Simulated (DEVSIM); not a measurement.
System: CdS/CdTe n-p heterojunction, at 300 K.

```csv
layer (left to right),material,thickness (μm),Nd (cm⁻³),Na (cm⁻³),τn (s),τp (s)
1,CdS,0.730,1.1e18,-,3.2e-10,9.6e-10
2,CdTe,0.210,-,2.6e17,3.2e-10,3.2e-10
```

Left contact: ohmic. Right contact: ohmic. Voltage is applied to the left contact. Recombination: SRH at mid-gap. Mobility is μmin + (μ − μmin)/(1 + (N/Nref)^α).

Constants are typed, rounded textbook-type inputs, not results; the design itself was drawn at random and stands for no fabricated device. Values at 300 K.

```tsv
parameter	CdS	CdTe
gap (eV)	2.4	1.5
affinity (eV)	4.3	4.28
permittivity	9	10.2
Nc (cm⁻³)	2.2e18	8e17
Nv (cm⁻³)	1.8e19	1.8e19
μn (cm²/Vs)	300	1000
μp (cm²/Vs)	25	80
μn,min	30	100
μp,min	3	10
Nref,n	1e17	1e17
Nref,p	1e17	1e17
αn	0.6	0.6
αp	0.6	0.6
```

Model (solved in DEVSIM): 1D drift-diffusion, Boltzmann statistics, complete ionisation; no tunnelling, impact ionisation, image-force lowering or self-heating. Band offsets follow the typed affinities; no thermionic-emission limit at abrupt steps, no polarisation charge.

**Question.** Tabulate band edges, carrier densities and field at -1.1 V on the left contact.

**Answer.** Energies count from the Fermi level of the right contact; mesh points crowd at the junctions.

```csv
x (μm),Ec (eV),Ev (eV),n (cm⁻³),p (cm⁻³),field (V/cm)
0.000,1.118,-1.282,1.1e18,< 1e2,≈ 0
0.004403,1.118,-1.282,1.1e18,< 1e2,≈ 0
0.01352,1.118,-1.282,1.1e18,< 1e2,≈ 0
0.03015,1.118,-1.282,1.1e18,< 1e2,≈ 0
0.08007,1.118,-1.282,1.1e18,< 1e2,≈ 0
0.1569,1.118,-1.282,1.1e18,< 1e2,≈ 0
0.3160,1.118,-1.282,1.1e18,< 1e2,≈ 0
0.5484,1.118,-1.282,1.1e18,< 1e2,≈ 0
0.6408,1.118,-1.282,1.1e18,< 1e2,≈ 0
0.6855,1.118,-1.282,1.1e18,< 1e2,≈ 0
0.7089,1.118,-1.282,1.1e18,< 1e2,650
0.7242,1.135,-1.265,5.7e17,< 1e2,45000
0.7295,1.179,-1.221,1.0e17,< 1e2,130000
0.7333,1.243,-0.257,3.1e15,8.8e14,110000
0.7446,1.334,-0.166,9.3e13,2.9e16,56000
0.7616,1.383,-0.117,1.4e13,1.9e17,10000
0.7933,1.390,-0.110,8.4e12,2.6e17,160
0.8509,1.391,-0.110,5.1e12,2.6e17,≈ 0
0.9050,1.391,-0.110,2.0e12,2.6e17,≈ 0
0.9236,1.391,-0.110,9.3e11,2.6e17,≈ 0
0.9335,1.391,-0.110,3.7e11,2.6e17,≈ 0
0.9400,1.391,-0.110,< 1e2,2.6e17,≈ 0
```
